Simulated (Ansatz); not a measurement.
Results of r²SCAN (plane waves, PAW; Ansatz, a first-principles code) for CaO (model structure, started from the CsCl type, Pm-3m, No. 221, 2 atoms in the cell; like a known high-pressure phase).

Settings: plane-wave cutoff 560 eV, 12×12×12 k mesh, Fermi–Dirac smearing 0.01 eV, scalar-relativistic PAW data made under PBE.

Computed at the level's own relaxed cell.

```
CaO
1.0
    2.90294     0.00000     0.00000
    0.00000     2.90294     0.00000
    0.00000     0.00000     2.90294
Ca O
1 1
Cartesian
  0.00000   0.00000   0.00000
  1.45147   1.45147   1.45147
```

List the 9 lowest band energies at Γ above −25 eV (eV, relative to the valence band maximum), grouping those that round alike.

At Γ: -20.39 (×3), -17.41, -0.31 (×3), 3.28 (×2).

A model structure was made by putting elements into a prototype or built by hand; it is no filed structure, need not be a known phase, and can be a saddle point held by its symmetry.
